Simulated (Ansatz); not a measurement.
BaCu2S2 (Pnma, No. 62), treated with LDA in Ansatz (PAW).

Run with plane-wave cutoff 520 eV, 4×8×4 k mesh (along the axes of the cell as run), Fermi–Dirac smearing 0.01 eV, no spin polarisation, scalar-relativistic PAW data made under PBE.

Cell (relaxed at this level):

```
CELL_PARAMETERS angstrom
      8.99243     0.00000     0.00000
      0.00000     3.92589     0.00000
      0.00000     0.00000    10.09562
ATOMIC_POSITIONS crystal
  Cu 0.05252 0.25000 0.11543
  Cu 0.44748 0.75000 0.61543
  Cu 0.55252 0.25000 0.38457
  Cu 0.94748 0.75000 0.88457
  S  0.47750 0.25000 0.16584
  S  0.02250 0.75000 0.66584
  S  0.97750 0.25000 0.33416
  S  0.52250 0.75000 0.83416
  S  0.15482 0.75000 0.04157
  S  0.34518 0.25000 0.54157
  S  0.65482 0.75000 0.45843
  S  0.84518 0.25000 0.95843
  Cu 0.41583 0.75000 0.04513
  Cu 0.08417 0.25000 0.54513
  Cu 0.91583 0.75000 0.45487
  Cu 0.58417 0.25000 0.95487
  Ba 0.25818 0.75000 0.32497
  Ba 0.24182 0.25000 0.82497
  Ba 0.75818 0.75000 0.17503
  Ba 0.74182 0.25000 0.67503
```

**Question.** Estimate the band gap and smallest direct gap on the k points sampled that the calculation returns.

**Answer.** 
band gap: 0.89 eV
smallest direct gap on the k points sampled: 0.94 eV

Note: the volume lies 9 % below that of the published cell.

Spin–orbit coupling is not included.

Ansatz is an electronic-structure program.
